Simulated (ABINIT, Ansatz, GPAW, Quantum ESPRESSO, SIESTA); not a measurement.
Code comparison for Al2Pt (Fm-3m, 3 atoms in the cell)

Self-consistent single point, at a second geometry (lattice scaled by 0.98). First geometry:

```yaml
crystal:
  lattice:
    - [0.00000, 2.91142, 2.91142]
    - [2.91142, 0.00000, 2.91142]
    - [2.91142, 2.91142, 0.00000]
  atoms:
    - { symbol: Al, position: [0.25000, 0.25000, 0.25000] }
    - { symbol: Al, position: [0.75000, 0.75000, 0.75000] }
    - { symbol: Pt, position: [0.00000, 0.00000, 0.00000] }
```

Shared settings, as Ansatz (a quantum-chemistry and plane-wave program) writes them: kpoints.mp_grid.grid = 13 13 13; scf.occupations.method = gaussian; scf.occupations.width = 0.0073 Ry. Potentials and cutoffs stand in the table.

| code | model | ΔF from the first geometry (meV/atom) | pressure (GPa) | cutoff |
|---|---|---|---|---|
| Ansatz | PBE, PAW files | 89.2 | 20.82 | default |
| ABINIT | PBE, norm-conserving pseudopotentials (PseudoDojo nc-sr-05 PBE standard) | 88.3 | 20.69 | 84 Ry |
| Quantum ESPRESSO | PBE, GBRV 1.5 ultrasoft (PBE) pseudopotentials | 89.2 | 20.51 | 40 Ry |
| SIESTA | GGA PBE, numerical atomic orbitals DZP, PseudoDojo PBE standard norm-conserving potentials (rewritten from UPF to PSML) | 92.9 | 21.42 | grid 350 Ry |
| GPAW | PBE, GPAW PAW datasets PBE (gpaw-data 1.0.1) | 93.0 | 21.54 | 600 eV |

On Ansatz's run: spin-orbit coupling is off. Spin polarisation is off.

The spread over the programs that give each value: ΔF from the first geometry within 4.7 meV/atom; pressure within 1.03 GPa.

SIESTA uses small atom-centred bases, whose incompleteness enters pressures, forces and empty levels differently from a plane-wave cutoff. Ansatz's pressure is given at a fixed set of plane waves, as the other plane-wave codes print theirs; with its correction for the finite basis it is 20.87 GPa.

The starting cell comes from a database of computed structures (which also holds hypothetical and non-ambient phases and stackings), without a prior relaxation at this level. Its lattice was rescaled by a random factor within 2.5 % of one. For this run, on top of that: lattice scaled by 0.98.

Left out of this page: Elk and FLEUR (not drawn, or without a comparable value).

Keys are those of Ansatz 0.2.
